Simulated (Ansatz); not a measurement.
```
CELL_PARAMETERS angstrom
      0.00000     3.25686     3.25686
      3.25686     0.00000     3.25686
      3.25686     3.25686     0.00000
ATOMIC_POSITIONS crystal
  Ge 0.00000 0.00000 0.00000
  Mg 0.25000 0.25000 0.25000
  Mg 0.75000 0.75000 0.75000
```

No spin polarisation.

All numbers come from PBE (Ansatz, an electronic-structure program, PAW, no SOC). Settings: 9×9×9 k-points, 0.05 eV Fermi–Dirac smearing.

Q: Estimate the band gap.

A: 0.20 eV.

Q: Estimate the space group.

A: Fm-3m (No. 225).

Q: What electron mass does the calculation give?

A: 0.55 mₑ along k, 0.19 mₑ across (at X).

The cells carry an imposed strain or load. Effective masses come from finite differences of ±0.01 Å⁻¹. Along k means along the line from Γ to the band edge. Whether these cells are dynamically stable was not tested. The cell was made from Mg₂Ge in the anti-fluorite structure (space group Fm-3m, No. 225) by this change: isotropic strain +1.44 %. The zero or small gap of Mg2Ge can change with the level of theory.
